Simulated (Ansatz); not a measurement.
**WC: response to strain**

Take WC (space group P-6m2, No. 187; a = 2.922 Å, c = 2.846 Å; relaxed with 0.1 eV smearing) as the base.

Strains are applied to the cell and any free atomic positions relax.

Level of theory: PBE (Ansatz, an electronic-structure program, PAW, no spin-orbit coupling).

Notes on the quantities. energy relative to the base: free energy F; pressure: mean of the normal stresses, compression positive.

| case | energy relative to the base | volume per atom | pressure |
|---|---|---|---|
| base | 0 meV/atom | 10.53 Å³ | 0.0 GPa |
| isotropic strain −3.00 % | +113 meV/atom | 9.61 Å³ | 42.8 GPa |
| isotropic strain −2.50 % | +77 meV/atom | 9.76 Å³ | 34.4 GPa |
| isotropic strain −0.50 % | +2.9 meV/atom | 10.37 Å³ | 6.0 GPa |
| isotropic strain +0.50 % | +2.8 meV/atom | 10.68 Å³ | -5.6 GPa |
| isotropic strain +1.00 % | +11 meV/atom | 10.84 Å³ | -10.8 GPa |
| isotropic strain +1.50 % | +24 meV/atom | 11.01 Å³ | -15.7 GPa |
| isotropic strain +2.00 % | +43 meV/atom | 11.17 Å³ | -20.2 GPa |
| isotropic strain +2.50 % | +66 meV/atom | 11.34 Å³ | -24.4 GPa |
| isotropic strain +3.00 % | +93 meV/atom | 11.50 Å³ | -28.3 GPa |

No phonon test of stability was made. The final runs are not spin-polarised.
